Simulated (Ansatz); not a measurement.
## A constructed model of the (111) surface of fcc Ni, ferromagnetic, a pseudomorphic layer of Sn in the other hollow (bottom of the slab: a bare face, its two planes held)

Level of theory: PBE (plane waves to 420 eV, PAW; Ansatz, a first-principles code).

Set-up: 7 atoms, 12.5 Å thick at the start; mesh 17x17x1; 0.1 eV smearing; dipole correction on; 2 atoms held, the rest relaxed; start symmetry kept, larger cells not searched; spin-polarised, ending with about 3.5 μB a cell; orders that need a larger cell were not tried, no spin-orbit, no U. In PBE it is, or lies within 0.01 eV a 1x1 cell of, the lowest of the 2 structures of its composition computed so far; larger cells were not tried.

```json
{
  "work_function_of_the_top_face": "3.19 eV",
  "energy_released_by_relaxation": "0.001 eV",
  "magnetic_moment_of_the_cell": "3.46 μB",
  "cost": "around 4 core-minutes (rough)"
}
```
